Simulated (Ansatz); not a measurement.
Cells marked so need not be the phases stable at ambient conditions, and some may be hypothetical.

No gap correction and no spin-orbit coupling; mid-gap values are interpolated between computed energies.

A. LiNbO3 (R-3, not sure to be the ambient phase, 10 atoms a cell, 11.7 Å³ an atom, -9 GPa at this level), along the normal of (001)
B. ZnS (P6_3mc, 28 atoms a cell, 19.5 Å³ an atom), along the normal of (001)
C. CaF2 (Fm-3m, fluorite, 3 atoms a cell, 14.0 Å³ an atom, -3 GPa at this level), along the normal of (110)

Q: Rank these by mid-gap decay constant of the slowest evanescent state (lowest first), as Ansatz (a quantum-chemistry and plane-wave program) with r2SCAN gives it.

A: B (0.17 1/Å), A (0.49 1/Å), C (0.57 1/Å)
